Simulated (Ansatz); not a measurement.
## BaHfO3 with two functionals, electrons 2.0×10^21 cm⁻³

The reference is BaHfO₃ in the cubic perovskite structure (space group Pm-3m, No. 221; a = 4.206 Å).

(Cell as relaxed with PBE.)

Levels (all Ansatz, an electronic-structure program, PAW): PBE (420 eV, without spin-orbit coupling); PBEsol (420 eV, no SOC).

Each level relaxes its own structure.

| base | PBE | PBEsol |
|---|---|---|
| volume per atom | 14.88 Å³ | 14.37 Å³ |
| lattice parameter a | 4.206 Å | 4.158 Å |
| band gap | 3.62 eV | 3.58 eV |

It is then changed as follows: electrons 2.0×10^21 cm⁻³, on a uniform background at fixed cell.

```csv
quantity,PBE,PBEsol
gap between the host's bands,3.70 eV,___
gap character,"indirect, R → Γ",___
Fermi level relative to the doped band's edge (positive inside the band; to 0.05 eV),+0.35 eV,___
```

Task: Given the PBE results, estimate those of PBEsol.

Result: 
- gap between the host's bands, PBEsol: 3.65 eV
- gap character, PBEsol: indirect, R → Γ
- Fermi level relative to the doped band's edge (positive inside the band; to 0.05 eV), PBEsol: +0.40 eV

PBE's gap between the host's bands lies 0.042 eV above PBEsol's; the two agree on the gap character. Neither level is exact; PBEsol is the comparison here, not a measurement.

Charged cell with a jellium background: band edges are those of the host's band count, energies are not comparable with the neutral cell, and many-body gap narrowing is missing. With Hf present, leaving out spin-orbit coupling can change the band edges. Whether these cells are dynamically stable was not tested. The base started in P4mm and relaxed to Pm-3m at this level.
